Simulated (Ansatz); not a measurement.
Point defect N on the Si site (N_Si) in 4H silicon carbide

Computed with PBE, PAW (plane waves to 420 eV; Ansatz, an electronic-structure program). A 3×2×1 supercell of 96 sites was used; the energies come from a 2×2×2 shifted sampling of its zone. Site at the start: the Si(h) site. Finite-size correction: monopole term and site-potential alignment. Dielectric constants: PBE linear response of the host. Host gap at this level: 2.23 eV. Finite-size and sampling errors can reach tenths of an eV here. Levels are measured in PBE's own, too narrow, gap. Spin–orbit coupling is left out. Each state is the lowest found from its start.

Formation energies E_f are given with the Fermi level at the valence-band maximum. Chemical conditions: C-rich (Δμ(Si) = -0.41 eV, Δμ(N) = -1.55 eV, bounded by beta Si3N4; only phases computed here count, gases as isolated molecules at 0 K); Si-rich (Δμ(Si) = 0.00 eV, Δμ(N) = -1.86 eV, bounded by beta Si3N4; only phases computed here count, gases as isolated molecules at 0 K). Reference phases: N: N2 molecule in a box, Si: silicon.

```csv
charge,moment (μB),largest move off a lattice site (Å),image correction with alignment (eV),"E_f, C-rich (eV)","E_f, Si-rich (eV)"
+1,not spin-polarised,0.22,0.07,6.01,6.73
0,1.0,0.35,0.00,7.24,7.96
−1,not spin-polarised,0.73,0.28,8.88,9.59
```

Not the lowest form: the same atoms on another site or from another start ended lower, by 0.10 eV at charge 0; by 0.12 eV at charge −1. The levels below are those of this configuration alone.

Transition levels above the valence-band maximum: ε(+1/0) = 1.23 eV; ε(0/−1) = 1.64 eV.

Flagged in the runs: a host whose relaxation on this sampling wasn't shown to rest, a strain field that reaches the edge of the cell.
